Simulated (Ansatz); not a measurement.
Consider the following.

```xyz
2
Lattice="0.0000 2.6016 2.6016 2.6016 0.0000 2.6016 2.6016 2.6016 0.0000" Properties=species:S:1:pos:R:3 pbc="T T T"
Mg     0.0000     0.0000     0.0000
S      2.6016     2.6016     2.6016
```

Method: r2SCAN with spin-orbit coupling, rigid bands (plane waves, PAW; Ansatz, a quantum-chemistry and plane-wave program). Geometry: cell and atoms relaxed with r2SCAN.

Problem. What conductivity effective mass do dilute electrons have at 300 K?

Solution. 0.37 mₑ.

Problem. What conductivity effective mass do dilute holes have at 300 K?

Solution. 1.22 mₑ.

Problem. And the band gap?

Solution. 3.43 eV at this level; semilocal functionals usually fall short of the measured gap.

Rigid bands, one relaxation time for all states, no polarons.
